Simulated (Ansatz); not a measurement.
# Ag3Pt in the Cu3Au type structure (space group Pm-3m, No. 221)

```
CELL_PARAMETERS angstrom
      4.00871     0.00000     0.00000
      0.00000     4.00871     0.00000
      0.00000     0.00000     4.00871
ATOMIC_POSITIONS crystal
  Ag 0.00000 0.50000 0.50000
  Ag 0.50000 0.00000 0.50000
  Ag 0.50000 0.50000 0.00000
  Pt 0.00000 0.00000 0.00000
```

The values are results of PBEsol (Ansatz, a quantum-chemistry and plane-wave program, PAW, no spin-orbit coupling), not measurements. Settings: 12×12×12 k-points, 0.05 eV Fermi–Dirac smearing.

| Property | Value |
|---|---|
| Volume per atom | 16.10 Å³ |
| Density | 13.37 g/cm³ |
| Band gap | zero |
| Total energy | -8737.626 eV/atom (σ→0; compares only within this code and set-up) |

Stability against distortions was not tested. All final runs are without spin polarisation.
